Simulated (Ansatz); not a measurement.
Cell of arsenene on arsenene on arsenene on arsenene on arsenene (facing As atop As, which symmetry holds and which is mostly a maximum against sliding; arsenene a predicted or substrate-bound sheet, here free), atoms relaxed in a fixed cell:

```
As
1.0
    3.57185     0.00000     0.00000
   -1.78592     3.09331     0.00000
    0.00000     0.00000    38.40000
As
10
Direct
  0.33333   0.66667   0.21326
  0.66667   0.33333   0.24966
  0.66667   0.33333   0.34772
  0.00000   0.00000   0.38413
  0.00000   0.00000   0.48180
  0.33333   0.66667   0.51820
  0.33333   0.66667   0.61587
  0.66667   0.33333   0.65228
  0.66667   0.33333   0.75034
  0.00000   0.00000   0.78674
```

Method: PBE+D3(BJ) (plane waves to 420 eV, PAW; Ansatz, an electronic-structure program). No spin–orbit coupling. Its k-point mesh 9×9×1, Fermi–Dirac width 0.01 eV. A dipole correction is on.

Task: Give the plane-averaged electrostatic potential energy of an electron along the normal (the smooth PAW potential), about its mean over the cell, from 5 Å under the lowest atom to 5 Å over the highest.

Result: (z (Å), V (eV)): (3.271, 3.50); (3.698, 3.50); (3.982, 3.50); (4.409, 3.50); (4.693, 3.50); (5.120, 3.49); (5.404, 3.48); (5.831, 3.43); (6.116, 3.35); (6.542, 3.04); (6.827, 2.50); (7.253, 0.17); (7.538, -2.74); (7.964, -3.49); (8.249, -3.64); (8.676, -6.55); (8.960, -7.46); (9.387, -4.31); (9.671, -3.40); (10.098, -3.53); (10.382, -1.40); (10.809, 1.93); (11.093, 2.68); (11.520, 2.95); (11.804, 2.74); (12.231, 1.48); (12.516, -0.94); (12.942, -3.69); (13.227, -3.41); (13.653, -5.01); (14.080, -7.59); (14.364, -5.69); (14.791, -3.43); (15.076, -3.64); (15.502, -1.86); (15.787, 0.95); (16.213, 2.59); (16.498, 2.91); (16.924, 2.77); (17.209, 2.17); (17.636, -0.63); (17.920, -3.25); (18.347, -3.43); (18.631, -3.94); (19.058, -7.10); (19.342, -7.10); (19.769, -3.94); (20.053, -3.43); (20.480, -3.25); (20.764, -0.63); (21.191, 2.17); (21.476, 2.77); (21.902, 2.91); (22.187, 2.59); (22.613, 0.95); (22.898, -1.86); (23.324, -3.64); (23.609, -3.43); (24.036, -5.69); (24.320, -7.59); (24.747, -5.01); (25.173, -3.41); (25.458, -3.69); (25.884, -0.94); (26.169, 1.48); (26.596, 2.74); (26.880, 2.95); (27.307, 2.68); (27.591, 1.93); (28.018, -1.40); (28.302, -3.53); (28.729, -3.40); (29.013, -4.31); (29.440, -7.46); (29.724, -6.55); (30.151, -3.64); (30.436, -3.49); (30.862, -2.74); (31.147, 0.17); (31.573, 2.50); (31.858, 3.04); (32.284, 3.35); (32.569, 3.43); (32.996, 3.48); (33.280, 3.49); (33.707, 3.50); (33.991, 3.50); (34.418, 3.50); (34.702, 3.50); (35.129, 3.50)
